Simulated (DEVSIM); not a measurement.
Structure: TaN/SiO2/n-Si capacitor, at 400 K.

Layer 1 from the left is SiO2, thickness (nm) 6.10. Layer 2 from the left is Si, thickness (nm) 13000, Nd (cm⁻³) 1.9e15.

Metal gate on the left, work function 4.4 eV. Fixed charge at the semiconductor interface 4.8e11 cm⁻² (in units of +e); no interface traps.

Constants are typed, rounded textbook-type inputs, not results; the design itself was drawn at random and stands for no fabricated device. Values at 300 K; Nc and Nv go as T^1.5, mobilities as T to minus their exponent, the gap by Varshni's rule with the affinity fixed.

SiO2: gap (eV) 9, affinity (eV) 0.9, permittivity 3.9. Si: gap (eV) 1.124, affinity (eV) 4.05, permittivity 11.7, Nc (cm⁻³) 2.86e19, Nv (cm⁻³) 3.1e19, Varshni α (eV/K) 0.000473, Varshni β (K) 636.

DEVSIM, 1D Poisson equation in equilibrium, Boltzmann statistics, complete ionisation; no quantum confinement or tunnelling. Metal contacts follow the ideal Schottky-Mott rule: no Fermi-level pinning, no interface dipoles.

**Question.** What does the simulation give for the threshold voltage (band bending 2φF), the minimum of the low-frequency capacitance, the flat-band voltage?

**Answer.** threshold voltage (band bending 2φF) -0.56 V; minimum of the low-frequency capacitance 0.0253 μF/cm²; flat-band voltage -0.13 V.
